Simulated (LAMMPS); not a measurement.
MD of SnO2 (rutile) at zero pressure, 576 atoms, as a crystal; each row is its own run.

Model: classical MD, Buckingham potential of Woodley, Battle, Gale and Catlow, Phys. Chem. Chem. Phys. 1, 2535 (1999), used with rigid ions (no shells), PPPM sums, short-range terms cut at 10 Å, modified for these runs by an r^-4 repulsive force inside the short-range force's maximum; code LAMMPS.

| T (K) | volume (Å³/atom) |
|---|---|
| 200 | 11.937 |
| 300 | 11.948 |
| 1420 | 12.086 |
| 1710 | 12.122 |
| 2000 | 12.161 |
| 2280 | 12.197 |

Task: Fit a straight line, y = a + b x, to these rows (x is the first column, y the second) and predict the run at x = 860.

Result: Least squares gives a = 11.911 and b = 0.0001247. At x = 860 the fit predicts 12.018 Å³/atom. The run itself gave 12.0157 ± 0.0007 Å³/atom, so the fit is 0.017 % high.

Caution: the potential ionic pair potential woodley1999 is fitted for structure prediction of static crystals.

Caution (rows 860; 1420; 1710; 2000; 2280): a run this short can hold a crystal over, or a liquid under, the potential's own melting point, which these runs don't give.
